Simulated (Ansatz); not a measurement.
```xyz
16
Lattice="0.0054 4.2056 4.2018 4.2056 0.0054 4.2018 4.2111 4.2111 0.0000" Properties=species:S:1:pos:R:3 pbc="T T T"
V      0.0000     0.0000     0.0000
V      2.1055     2.1055     0.0000
V      2.1028     0.0027     2.1009
V      4.2083     2.1082     2.1009
Nb     0.0027     2.1028     2.1009
Nb     2.1082     4.2083     2.1009
V      2.1055     2.1055     4.2018
V      4.2111     4.2111     4.2018
N      2.1551     2.0559     2.1009
N      4.2607     4.1614     2.1009
N      4.2083     2.1082     4.1541
N      6.3139     4.2138     4.1541
N      2.1082     4.2083     4.2494
N      4.2138     6.3139     4.2494
N      4.1614     4.2607     6.3026
N      6.2670     6.3662     6.3026
```

The mixing enthalpy is taken against the end members in the rock salt type (which need not be the stable form of NbN), relaxed in the same cell and mesh, with VN and NbN held in the symmetric form, which may not be a minimum.

These are PBE (plane waves to 420 eV, PAW; Ansatz, a program for electronic structure) values and carry that method's errors. No spin–orbit coupling; the runs are not spin-polarised. Its k-point mesh 5×5×5, Fermi–Dirac width 0.05 eV.

**Question.** Give the composition and order of this alloy cell, and its volume, bond lengths and mixing enthalpy.

**Answer.** A 16-atom cell of (V,Nb)N started in the rock salt structure, site fractions V 0.750, Nb 0.250, short-range order -0.11 in the first shell of the mixed sites (0 is random, a negative value favours unlike neighbours), space group Cmmm at the end, an ordered arrangement that its symmetry holds.
| Quantity | Result |
|---|---|
| volume per atom | 9.29 Å³ |
| N–V bonds | 2.086 Å on average, from 2.053 to 2.103 (36) |
| N–Nb bonds | 2.151 Å on average, from 2.149 to 2.153 (12) |
| mixing enthalpy per site of the mixed sublattice | 50 meV |
| departure of the mean lattice parameter from Vegard's line | +0.3 % |
